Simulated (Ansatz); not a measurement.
**HgCdTe₂ (R3m, No. 160, 4 atoms in the cell; start mp-1226741)**

Computed with HSE06 in Ansatz (plane waves, PAW).

Numerical settings: plane-wave cutoff 460 eV, 6×6×6 k mesh, Fermi–Dirac smearing 0.01 eV, scalar-relativistic PAW data made under PBE.

Cell (relaxed with PBEsol):

```cif
data_CdHgTe2
_chemical_formula_sum 'Cd1 Hg1 Te2'
_space_group_name_H-M_alt 'P 1'
_space_group_IT_number 1
_cell_length_a 7.95131
_cell_length_b 7.95131
_cell_length_c 7.95131
_cell_angle_alpha 33.625
_cell_angle_beta 33.625
_cell_angle_gamma 33.625
loop_
_space_group_symop_operation_xyz
  'x, y, z'
loop_
_atom_site_label
_atom_site_type_symbol
_atom_site_fract_x
_atom_site_fract_y
_atom_site_fract_z
_atom_site_occupancy
Cd1 Cd 0.99975 0.99975 0.99975 1
Hg1 Hg 0.49996 0.49996 0.49996 1
Te1 Te 0.12491 0.12491 0.12491 1
Te2 Te 0.62541 0.62541 0.62541 1
```

| Item | Value |
|---|---|
| band gap | 0.61 eV (on the SCF k mesh) |

Note: cell and atoms aren't relaxed at this level (pressure 1.2 GPa).

Spin–orbit coupling is not included; with these elements it can move the gap by several tenths of an eV or more.

Computed values are for the static lattice.

The result took about 7 core-minutes (a rough figure).

A start named mp-… is a Materials Project structure, which need not be a measured phase.

Ansatz is a program for electronic structure.
